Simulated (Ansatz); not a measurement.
Input and output of a relaxation of cell and atoms for GaNi (Pm-3m, 2 atoms in the cell) (Ansatz, a first-principles code).

Method of the run: PBEsol, PAW files made with PBE (plane waves; Ansatz).

```xyz
2
Lattice="2.8830 0.0000 0.0000 0.0000 2.8830 0.0000 0.0000 0.0000 2.8830" Properties=species:S:1:pos:R:3 pbc="T T T"
Ga     0.0000     0.0000     0.0000
Ni     1.4415     1.4415     1.4415
```

Reference input (self-consistent single point, DFT, PBEsol, plane waves, PAW files made with PBE): kpoints.mp_grid.grid = 9 9 9; hamiltonian.xc = pbesol; hamiltonian.pseudopotentials = {kind: paw} (an earlier, softer set of the program's PAW files); scf.occupations.method = gaussian; scf.occupations.width = 0.136 eV. This run's input differs from it in these lines:

```diff
@@ -15,2 +15,4 @@
   occupations: { method: gaussian, width: 0.136 }
+relax:
+  cell: {}
 output:
```

Output (repeated stretches shortened):

```
   [... SCF lines of the steps left out ...]
relax step   1: F+E_penalty+E_count = -9549.00547356 eV  Δ(F+E_penalty+E_count) = +0.000e0 eV  max|allowed force component| = 2.038e-30 eV/Å  Δτ_max = 0.0000 Å  P = -1.697 GPa  Ω = 23.964 Å³  (8 SCF iters, dr2 threshold 1.00e-7 eV, accepted)
relax step   2: F+E_penalty+E_count = -9549.00663608 eV  Δ(F+E_penalty+E_count) = -1.163e-3 eV  max|allowed force component| = 6.344e-30 eV/Å  Δτ_max = 0.0000 Å  P = -0.625 GPa  Ω = 23.813 Å³  energy of the carried Pulay correction = +6.821e-5 eV  [...]
relax step   3: F+E_penalty+E_count = -9549.00684256 eV  Δ(F+E_penalty+E_count) = -2.065e-4 eV  max|allowed force component| = 2.334e-30 eV/Å  Δτ_max = 0.0000 Å  P = +0.012 GPa  Ω = 23.726 Å³  energy of the carried Pulay correction = +1.078e-4 eV  [...]
relax step   4: F+E_penalty+E_count = -9549.00674650 eV  Δ(F+E_penalty+E_count) = +9.605e-5 eV  max|allowed force component| = 2.087e-30 eV/Å  Δτ_max = 0.0000 Å  P = +0.012 GPa  Ω = 23.726 Å³  stress off target by 1.17e-2 GPa  SCF on the basis [...]
basis re-selected at this cell: Δ(F+E_penalty+E_count) = +9.605e-5 eV, ΔP = -0.000 GPa vs the last step
the relaxation is at rest under the 48 symmetry operations that the run kept from its start: a minimum is not shown …
Stability not checked: this state was not tested for a lower state beside it, because too few of the mixer's solves of this state at the end of the SCF gave a …
Free energy (F): -9549.006747 eV
Internal energy: -9548.995892 eV  (E = F + TS)
   [... lines left out ...]
Fermi energy:    16.692783 eV
   [... lines left out ...]
to start a new deck from the relaxed geometry:
  cell:  # Å, volume = 23.7262 Å³
    - [2.8734895569335595, 2.412427873047553e-34, -2.8888949165808538e-34]
    - [2.412427873047553e-34, 2.8734895569335595, 0.0]
    - [-2.8888949165808538e-34, 0.0, 2.8734895569335595]
  atoms:
    - { symbol: Ga, position: [2.4049236889329823e-47, 1.6454741029541456e-47, 1.739632605194583e-37] }
    - { symbol: Ni, position: [0.5, 0.5, 0.5] }
```

The run converged.  The full log also holds: “iter 4 did not close the SCF: its close was put off for the readings that it lacked (scf_convergence_deferred on its scf_iter line)”. The full log also holds: “iter 5 did not close the SCF: its close was put off for the readings that it lacked (scf_convergence_deferred on its scf_iter line)”.

Summary of the result:
| Property | Value |
|---|---|
| Free energy E − TS (on the zero of these files) | -9549.0067 eV |
| Fermi level (on the code's own zero) | 16.69 eV |
| Pressure | 0.01 GPa |
| Final cell | a = b = c = 2.873 Å, α = β = γ = 90.00° |
| Final volume per atom | 11.86 Å³ |
| Relaxation steps | 4 |

The starting cell comes from a database of computed structures (which also holds hypothetical and non-ambient phases and stackings), without a prior relaxation at this level. Its lattice was rescaled by a random factor within 2.5 % of one. Spin polarisation is off. The relaxation keeps the symmetry of its start, so its end need not be a minimum. Ansatz's pressure includes its estimate of the finite-basis (Pulay) stress.

Keys are those of Ansatz 0.2.
